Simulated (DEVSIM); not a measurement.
Structure: Pt/Si3N4/SiO2/n-Si capacitor, at 250 K.

Layer 1 from the left is Si3N4, thickness (nm) 5.70. Layer 2 from the left is SiO2, thickness (nm) 0.790. Layer 3 from the left is Si, thickness (nm) 2600, Nd (cm⁻³) 4.8e16.

Metal gate on the left, work function 5.6 eV. Fixed charge at the semiconductor interface 5.1e11 cm⁻² (in units of +e); interface traps 1.7e11 cm⁻² eV⁻¹, uniform in energy, neutral level at 0.5 of the gap above the valence band.

This is a model device: material constants are rounded textbook-type values typed into the input, and sizes, dopings and lifetimes were drawn at random. Values at 300 K; Nc and Nv go as T^1.5, mobilities as T to minus their exponent, the gap by Varshni's rule with the affinity fixed.

Si3N4: gap (eV) 5.1, affinity (eV) 2.1, permittivity 7.5. SiO2: gap (eV) 9, affinity (eV) 0.9, permittivity 3.9. Si: gap (eV) 1.124, affinity (eV) 4.05, permittivity 11.7, Nc (cm⁻³) 2.86e19, Nv (cm⁻³) 3.1e19, Varshni α (eV/K) 0.000473, Varshni β (K) 636.

DEVSIM, 1D Poisson equation in equilibrium, Boltzmann statistics, complete ionisation; no quantum confinement or tunnelling. Metal contacts follow the ideal Schottky-Mott rule: no Fermi-level pinning, no interface dipoles.

Question: What does the simulation give for the flat-band voltage, the minimum of the low-frequency capacitance?

Answer: flat-band voltage 1.34 V; minimum of the low-frequency capacitance 0.0912 μF/cm².
